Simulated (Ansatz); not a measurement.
The parent structure is Hf in the hcp (Mg type) structure (space group P6_3/mmc, No. 194; a = 3.204 Å, c = 5.073 Å; relaxed with 0.1 eV smearing). Axes: x lies along a and z along c of the hexagonal cell.

Method: Ansatz (a quantum-chemistry and plane-wave program), PBE, PAW, cutoff 420 eV, no spin-orbit coupling.

Before the change:

* **Volume per atom**: 22.55 Å³

The change: compressive biaxial strain of 0.65 % in the plane normal to [001], as in epitaxy on a mismatched substrate; the out-of-plane cell vector and the atoms relax.

What happens to the volume per atom and in-plane stress?

The volume per atom shrinks by 0.19 Å³ to 22.36 Å³; the mean in-plane stress (compression positive) is +1.3 GPa.

Stability against distortions was not tested. All final runs are without spin polarisation.
